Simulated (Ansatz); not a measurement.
Take SiC in the wurtzite structure (space group P6_3mc, No. 186; a = 3.075 Å, c = 5.049 Å) as the base.

Level of theory: r2SCAN (Ansatz, a program for electronic structure), no spin-orbit coupling, earlier PAW set.

Before the change:

- Density: 3.22 g/cm³
- Valence-band top at Γ: 0.00, 0.00, -0.11 eV

It is then changed as follows: a hydrostatic pressure of 50 GPa.

### Question
Estimate the effect on the density and valence-band top at Γ.

### Answer
The density increases by 0.56 g/cm³ to 3.78 g/cm³; the valence-band top at Γ (three highest levels, from the VBM) becomes 0.00, 0.00, -0.10 eV (base: 0.00, 0.00, -0.11 eV).

The levels and masses belong to the bands next to the band gap. Load acts through the strain it causes; cell and atoms are relaxed under it. Stability against distortions was not tested. Competing high-pressure phases were not computed.
